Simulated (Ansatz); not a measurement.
Take Ir in the fcc (Cu type) structure (space group Fm-3m, No. 225; a = 3.830 Å) as the base.

One thing is altered: cell and atoms relaxed at a pressure of 1.8 GPa.

Levels (all Ansatz, a quantum-chemistry and plane-wave program, PAW): PBEsol (420 eV, no SOC); PBEsol+SOC (420 eV, with spin-orbit coupling).

The geometry is relaxed with PBEsol.

```
Quantity           Value
---------------  -------
PBEsol pressure  1.8 GPa
```

What does PBEsol+SOC give at this geometry for the pressure?

The pressure goes up by 0.6 GPa to 2.4 GPa.

Single points use the geometry relaxed with PBEsol. Differences between runs with and without spin-orbit coupling are approximate. Load acts through the strain it causes; cell and atoms are relaxed under it. Stability against distortions was not tested. The runs without spin-orbit coupling are not spin-polarised.
